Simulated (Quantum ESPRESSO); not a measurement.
A self-consistent single point of LiBr (Fm-3m, 2 atoms in the cell) with Quantum ESPRESSO.

Method: PBE-D2, PseudoDojo standard norm-conserving (PBE) pseudopotentials (plane waves; Quantum ESPRESSO).

```yaml
crystal:
  lattice:
    - [0.00000, 2.71861, 2.71861]
    - [2.71861, 0.00000, 2.71861]
    - [2.71861, 2.71861, 0.00000]
  atoms:
    - { symbol: Li, position: [0.00000, 0.00000, 0.00000] }
    - { symbol: Br, position: [0.50000, 0.50000, 0.50000] }
```

Reference input (self-consistent single point, DFT, PBE, plane waves, PseudoDojo standard norm-conserving (PBE) pseudopotentials): ecutwfc = 75 Ry; occupations = smearing; smearing = gaussian; degauss = 0.00147 Ry; potentials = {Li: Li.upf, Br: Br.upf}; K_POINTS = automatic 11 11 11 0 0 0; conv_thr = 1e-09 Ry. This run's input differs from it in these lines:

```diff
@@ -17,2 +17,3 @@
     degauss = 0.00147
+    vdw_corr = 'grimme-d2'
 /
```

Log, with long lists cut:

```
     Self-consistent Calculation

     iteration #  1     ecut=    75.00 Ry     beta= 0.70

---- Real-time Memory Report at c_bands before calling an iterative solver
            80 MiB given to the printing process from OS
            51 MiB allocation reported by mallinfo(arena+hblkhd)
------------------

     Threshold (ethr) on eigenvalues was too large:
     Diagonalizing with lowered threshold

---- Real-time Memory Report at c_bands before calling an iterative solver
            84 MiB given to the printing process from OS
            54 MiB allocation reported by mallinfo(arena+hblkhd)
------------------

   [... lines left out ...]

---- Real-time Memory Report at c_bands before calling an iterative solver
            97 MiB given to the printing process from OS
            60 MiB allocation reported by mallinfo(arena+hblkhd)
------------------

     total energy              =     -46.15081128 Ry
     estimated scf accuracy    <          1.6E-09 Ry

     iteration #  7     ecut=    75.00 Ry     beta= 0.70

---- Real-time Memory Report at c_bands before calling an iterative solver
            98 MiB given to the printing process from OS
            61 MiB allocation reported by mallinfo(arena+hblkhd)
------------------
     End of self-consistent calculation

     the Fermi energy is     4.3687 ev

!    total energy              =     -46.15081128 Ry
     estimated scf accuracy    <          2.0E-10 Ry
     smearing contrib. (-TS)   =      -0.00000000 Ry
     internal energy E=F+TS    =     -46.15081128 Ry

     Dispersion Correction     =      -0.04888862 Ry

     convergence has been achieved in   7 iterations

     Forces acting on atoms (cartesian axes, Ry/au):

     atom    1 type  1   force =     0.00000000    0.00000000   -0.00000000
     atom    2 type  2   force =     0.00000000   -0.00000000    0.00000000

     Total force =     0.000000     Total SCF correction =     0.000000

     Total Dispersion Force =     0.000000

          total   stress  (Ry/bohr**3)                   (kbar)     P=       -9.31
  -0.00006332  -0.00000000  -0.00000000           -9.31       -0.00       -0.00
  -0.00000000  -0.00006332  -0.00000000           -0.00       -9.31       -0.00
  -0.00000000  -0.00000000  -0.00006332           -0.00       -0.00       -9.31

   JOB DONE.
```

The run converged in 7 iterations. Against the reference run the pressure goes from 1.12 to -0.93 GPa and the gap on the mesh stays at 5.089 eV.

The starting cell comes from a database of computed structures (which also holds hypothetical and non-ambient phases and stackings), without a prior relaxation at this level. Its lattice was rescaled by a random factor within 2.5 % of one.

Cost on one core of a shared machine: roughly 30 s.
